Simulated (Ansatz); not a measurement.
Phonon-limited resistivity of TiAl₃ (I4/mmm) against temperature in μΩ·cm, Ansatz (a program for electronic structure) with PBEsol, DFPT electron-phonon coupling, linearised Boltzmann equation, harmonic crystal at a fixed cell. x, y and z are the axes of this cell:
```yaml
crystal:
  lattice:
    - [-1.90775, 1.90775, 4.27646]
    - [1.90775, -1.90775, 4.27646]
    - [1.90775, 1.90775, -4.27646]
  atoms:
    - { symbol: Ti, position: [0.00000, 0.00000, 0.00000] }
    - { symbol: Al, position: [0.50000, 0.50000, 0.00000] }
    - { symbol: Al, position: [0.75000, 0.25000, 0.50000] }
    - { symbol: Al, position: [0.25000, 0.75000, 0.50000] }
```

| T | ρ (x, y) | ρ (z) |
|---|---|---|
| 50 K | 0.089 | 0.087 |
| 77 K | 0.50 | 0.51 |
| 100 K | 1.17 | [?] |
| 150 K | 3.2 | [?] |
| 200 K | 5.5 | 5.8 |
| 250 K | 7.7 | 8.2 |
| 273 K | 8.6 | 9.2 |
| 300 K | 9.8 | 10.5 |
| 350 K | 11.9 | 12.7 |
| 400 K | 13.9 | 14.9 |
| 500 K | 18.0 | 19.1 |
| 600 K | 22 | 23 |

Question: What belongs in the gaps?

Answer: 
- 100 K, ρ (z): 1.21
- 150 K, ρ (z): 3.4

A metal at this level (no band gap). Only scattering by harmonic phonons is included (no impurities, grain boundaries, electron-electron scattering or thermal expansion). Spin-orbit coupling is left out. Halving the electron mesh (20x20x20) moves the resistivity by up to 4 %. Smearing 0.20 eV; phonons on a 5x5x5 q mesh, which this run doesn't test and which matters most at low temperature.

Computed structure with no diffraction record at hand here (it may be known, metastable or hypothetical): TiAl3 (I4/mmm).
